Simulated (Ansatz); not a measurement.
## What isotropic strain −2.83 % does to La2O3

Consider La$_{2}$O$_{3}$ (space group P-3m1, No. 164; a = 3.9353 Å, c = 6.1263 Å).

Perturbation: an isotropic linear strain of −2.83 %; the atoms relax in the strained cell.

Calculations: DFT with r2SCAN, PAW potentials and a 500 eV plane-wave cutoff in Ansatz (an electronic-structure program), no spin-orbit coupling. Γ-centred 10×10×6 mesh, Fermi–Dirac width 0.05 eV.

- Volume per atom: 15.08 Å³ (base 16.43 Å³)
- Space group: P-3m1 (No. 164) (base P-3m1 (No. 164))
- Shortest interatomic distance: 2.307 Å (base 2.366 Å)
- Energy relative to the base (free energy F): +52 meV/atom
- Pressure (mean of the normal stresses, compression positive): 13.31 GPa (base 0.00 GPa)
- Band gap: 4.31 eV (base 4.23 eV)
- Gap character: indirect, K → M (base indirect, L → K)
- Smallest direct gap: 4.32 eV (base 4.35 eV)
- Width of the top valence band: 0.54 eV (base 0.38 eV)
- Largest internal atomic displacement: 0.029 Å

Gaps are read on the SCF mesh and a high-symmetry path. Stability against distortions was not tested.
